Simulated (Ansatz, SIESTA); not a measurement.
## MgCo2O4 (P1, 7 atoms in the cell) computed with different codes at matched settings

Self-consistent single point, at a second geometry (atoms moved at random). First geometry:

```xyz
7
Lattice="4.9845 -1.4893 0.0000 4.9845 1.4893 0.0000 -1.0829 0.0000 4.8814" Properties=species:S:1:pos:R:3 pbc="T T T"
Mg     4.9845     0.0000     0.0000
Co     6.6210     0.0000     3.6203
Co     2.2652     0.0000     1.2612
O      8.5289     0.0000     0.4672
O      0.3573     0.0000     4.4142
O      2.8100     0.0000     3.0916
O      6.0762     0.0000     1.7898
```
Moments meant for the start (each program seeds them in its own way; μB, in the order of the atoms Mg Co Co O O O O): 0.0 3.0 3.0 0.0 0.0 0.0 0.0.

Second geometry:
```
Mg(CoO2)2
1.0
    4.98455    -1.48931     0.00000
    4.98455     1.48931     0.00000
   -1.08290     0.00000     4.88142
Mg Co O
1 2 4
Direct
  0.52658   0.48775   0.00274
  0.73851   0.74178   0.73623
  0.24362   0.25736   0.25205
  0.83987   0.88259   0.09187
  0.13081   0.13137   0.91762
  0.33348   0.36851   0.62940
  0.68712   0.63065   0.37009
```
Moments meant for the start (each program seeds them in its own way; μB, in the order of the atoms Mg Co Co O O O O): 0.0 3.0 3.0 0.0 0.0 0.0 0.0.

Shared settings, as Ansatz (a quantum-chemistry and plane-wave program) writes them: kpoints.mp_grid.grid = 5 5 3; scf.occupations.method = fermi_dirac; scf.occupations.width = 0.02 eV. Potentials and cutoffs stand in the table.

```
code                                                                                                                       model  ΔF from the first geometry (meV/atom)  pressure (GPa)  largest force (eV/Å)       cutoff
------  ------------------------------------------------------------------------------------------------------------------------  -------------------------------------  --------------  --------------------  -----------
Ansatz                                                                                       LDA (PW92), PAW files made with PBE                                   26.3          -20.58                 2.086       420 eV
SIESTA  LDA PW92, numerical atomic orbitals DZP, PseudoDojo LDA standard norm-conserving potentials (rewritten from UPF to PSML)                                   29.3          -20.73                 2.325  grid 350 Ry
```

Size of the force on each atom (eV/Å): Sizes of forces hide their directions.

```csv
code,Mg1,Co2,Co3,O4,O5,O6,O7
Ansatz,1.092,1.843,2.086,1.295,1.618,1.883,1.241
SIESTA,1.264,1.858,2.325,1.213,1.548,1.856,1.367
```

On Ansatz's run: the starting moments vanished: the run ended non-magnetic, which need not be the lowest state. The program warned that a starting moment was not kept.

The spread over the programs that give each value: ΔF from the first geometry within 3.0 meV/atom; pressure within 0.15 GPa; largest force within 0.239 eV/Å.

SIESTA uses small atom-centred bases, whose incompleteness enters pressures, forces and empty levels differently from a plane-wave cutoff. Ansatz's pressure is given at a fixed set of plane waves, as the other plane-wave codes print theirs; with its correction for the finite basis it is -19.92 GPa (the shift of 0.65 GPa shows how far the cutoff is from converged).

The shared mesh is coarse (it stands for a supercell whose shortest vector is 15 Å), so the values are not converged in it.

The starting cell comes from a database of computed structures (which also holds hypothetical and non-ambient phases and stackings), without a prior relaxation at this level. For this run, on top of that: atoms moved at random.

Keys are those of Ansatz 0.2.
